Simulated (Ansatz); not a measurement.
The starting structures come from a database of crystals and need not be the phases stable at ambient conditions.

 Where the default PAW files enter, the runs use the earlier of Ansatz's two default sets.

Tunnelling through a barrier is set by its complex band structure: the current falls as exp(−2κd) with the smallest κ.

Input:

```
HgS
1.0
    7.21289     0.00000     0.00000
    0.00000     9.50203     0.00000
    3.60645     0.00000     2.08218
Hg S
3 3
Direct
  0.71401   0.66667   0.28599
  0.00000   0.33333   0.28599
  0.28599   0.00000   0.42801
  0.49834   0.16667   0.50166
  0.00000   0.83333   0.50166
  0.50166   0.50000   0.99668
```

Space group of this cell: P3_221. The cell was relaxed by PBE-D3(BJ); by PBEsol its mean pressure is -1.3 GPa.

Transport runs along the normal of the first two printed cell vectors, the (110) plane of the conventional cell.

The gap is the functional's own. No spin-orbit coupling. Mid-gap values are interpolated on the energy grid.

Problem. Predict the band gap and the smallest decay constant κ at mid-gap from PBEsol (Ansatz, a quantum-chemistry and plane-wave program).

Solution. Gap 1.21 eV on a 14×4×14 mesh; κ = 0.187 1/Å, at (0.000, 0.500) of the in-plane reciprocal vectors. At the zone centre, at the nearest computed energy, the slowest state has κ = 0.22 1/Å.
